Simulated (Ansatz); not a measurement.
## PBE against PBEsol: BaTiO3, biaxial strain −2.04 %, plane normal [001], relaxed out of plane

Take BaTiO$_{3}$ (space group P4mm, No. 99; a = 3.985 Å, c = 4.204 Å) as the base. Axes: x, y, z lie along a, b, c of the conventional cell.

(Cell as relaxed with PBE.)

Levels (all Ansatz, an electronic-structure program, PAW, earlier PAW set): PBE (420 eV, no spin-orbit coupling); PBEsol (420 eV, no spin-orbit coupling).

Each level relaxes its own structure.

```
base                      PBE    PBEsol
-------------------  --------  --------
volume per atom      13.35 Å³  12.66 Å³
lattice parameter a   3.985 Å   3.955 Å
band gap              1.85 eV   1.85 eV
```

Now apply this change: compressive biaxial strain of 2.04 % in the plane normal to [001], as in epitaxy on a mismatched substrate; the out-of-plane cell vector and the atoms relax.

```tsv
quantity	PBE	PBEsol
pressure (mean of the normal stresses, compression positive)	2.71 GPa	4.09 GPa
energy relative to the base (free energy F)	+7.5 meV/atom	+10 meV/atom
volume per atom	13.44 Å³	12.55 Å³
gap character	indirect, A → Γ	indirect, A → Γ
band gap	1.90 eV	1.90 eV
```

PBE's pressure lies 1.38 GPa below PBEsol's; PBE's energy relative to the base lies 2.5 meV/atom below PBEsol's; PBE's volume per atom lies 0.89 Å³ above PBEsol's (7.1 %); the two agree on the gap character and band gap. Neither level is exact; PBEsol is the comparison here, not a measurement.

Whether these cells are dynamically stable was not tested. All final runs are without spin polarisation.
